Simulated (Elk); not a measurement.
Worked example: self-consistent single point of Sr2CdAu3 (Cm, 6 atoms in the cell) in Elk.

Level of theory: PBEsol, all-electron FP-LAPW, Elk's shipped species files, default APW+lo basis (Elk).

```
CELL_PARAMETERS angstrom
      5.60694    -2.43718     0.00000
      5.60694     2.43718     0.00000
     -5.12001     0.00000     5.72055
ATOMIC_POSITIONS crystal
  Sr 0.54445 0.54445 0.80042
  Sr 0.45426 0.45426 0.20499
  Cd 0.16590 0.16590 0.60156
  Au 0.84183 0.84183 0.39084
  Au 0.83258 0.83258 0.79222
  Au 0.16099 0.16099 0.20996
```

Reference input (self-consistent single point, DFT, LDA (PW92), all-electron FP-LAPW, Elk's shipped species files, default APW+lo basis): stype = 0; swidth = 0.00183747 Ha; ngridk = 4 4 3; rmtscf = 0.9; maxscl = 100. This run's input differs from it in these lines:

```diff
@@ -2,2 +2,5 @@
   0
+
+xctype
+  22
```

Output, abridged:

```
│ Self-consistent loop started │
│ Loop number : 1 │
 total energy                :     -69016.3439274
│ Loop number : 2 │
 total energy                :     -69019.6724966
RMS change in Kohn-Sham potential (target) :   0.3035345533     (  0.1000000000E-05)
Absolute change in total energy (target)   :    3.328569156     (  0.1000000000E-03)
│ Loop number : 3 │
 total energy                :     -69032.3074316
RMS change in Kohn-Sham potential (target) :   0.2540677576     (  0.1000000000E-05)
Absolute change in total energy (target)   :    13.46707734     (  0.1000000000E-03)
│ Loop number : 4 │
   [... lines left out ...]
Absolute change in total energy (target)   :   0.1800914324E-02 (  0.1000000000E-03)
│ Loop number : 15 │
 total energy                :     -69077.6641628
RMS change in Kohn-Sham potential (target) :   0.7476596487E-06 (  0.1000000000E-05)
Absolute change in total energy (target)   :   0.1686202886E-03 (  0.1000000000E-03)
│ Loop number : 16 │
 total energy                :     -69077.6642600
RMS change in Kohn-Sham potential (target) :   0.3576417155E-06 (  0.1000000000E-05)
Absolute change in total energy (target)   :   0.5500257248E-04 (  0.1000000000E-03)
Convergence targets achieved

│ Loop number : 17 │

Energies :
 Fermi                       :     0.237187947317
 total energy                :     -69077.6642308

Density of states at Fermi energy :    139.7859141
 (states/Hartree/unit cell)

Estimated indirect band gap :   0.1226819242E-02
 from k-point     14 to k-point      7
Estimated direct band gap   :   0.1015391483E-01
 at k-point     12

Charges :
 core                        :    230.0000000
 valence                     :    131.0000000
 interstitial                :    11.50965937
 muffin-tins (core leakage)
  species :    1 (Sr)
   atom    1                 :    35.52697287     (  0.1397838699E-03)
   atom    2                 :    35.52998428     (  0.1398400694E-03)
  species :    2 (Cd)
   atom    1                 :    46.09334513     (  0.9808846268E-03)
  species :    3 (Au)
   atom    1                 :    77.44027860     (  0.4416873666E-03)
   atom    2                 :    77.45409793     (  0.4416086339E-03)
   atom    3                 :    77.44566182     (  0.4416389162E-03)
 total in muffin-tins        :    349.4903406
 total calculated charge     :    360.9918533
 total charge                :    361.0000000
 error                       :   0.8146700705E-02

│ Self-consistent loop stopped │
```

The run converged in 17 iterations. The count includes the last loop, which Elk runs after its targets are met. 

The starting cell comes from a database of computed structures (which also holds hypothetical and non-ambient phases and stackings), without a prior relaxation at this level. Its lattice was rescaled by a random factor within 2.5 % of one. Spin-orbit coupling is off. Values depend on the basis (sphere radii, cutoffs, local orbitals), which need not be converged. The log's line on a gap gives a spacing of levels on this mesh, which the program prints for metals too.

Cost on one core of a shared machine: roughly 90 s.
